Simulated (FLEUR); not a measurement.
Band structure of Tc3Sn (Fm-3m, 4 atoms in the cell).

```xyz
4
Lattice="0.0000 3.2074 3.2074 3.2074 0.0000 3.2074 3.2074 3.2074 0.0000" Properties=species:S:1:pos:R:3 pbc="T T T"
Tc     1.6037     1.6037     1.6037
Tc     4.8111     4.8111     4.8111
Tc     3.2074     3.2074     3.2074
Sn     0.0000     0.0000     0.0000
```

Computed with LDA (Perdew-Zunger), all-electron FLAPW (FLEUR), scalar-relativistic valence in FLEUR.

Settings: Kmax = 4.1 1/bohr; GmaxXC = 12.3 1/bohr; xcFunctional = pz; jspins = 1; l_soc = F; mode = hist; fermiSmearingEnergy = 0.00183747 Htr; mesh (inpgen div1-3) = 9 9 9; inpgen gamma flag = false; Gmax = 12.3 1/bohr; numbands = 0; maxIterBroyd = 25; imix = Anderson; alpha = 0.05.

The starting cell comes from a database of computed structures (which also holds hypothetical and non-ambient phases and stackings), without a prior relaxation at this level. Its lattice was rescaled by a random factor within 2.5 % of one. Spin polarisation is off. Values depend on the basis (sphere radii, cutoffs, local orbitals), which need not be converged.

Levels in eV from the Fermi level, bands 27 to 34:
```csv
point,27,28,29,30,31,32,33,34
Γ,0.69,0.69,0.71,0.71,0.71,1.36,1.36,1.81
X,-1.43,-0.48,-0.48,-0.06,0.20,0.48,1.28,1.43
W,-1.64,-0.83,-0.31,-0.16,0.18,0.53,0.53,1.75
K,-1.09,-1.00,-0.46,-0.28,-0.12,0.74,1.45,1.47
L,-1.01,-1.01,-0.80,0.52,0.52,0.71,0.71,1.16
U,-1.09,-1.00,-0.46,-0.28,-0.12,0.74,1.45,1.47
```
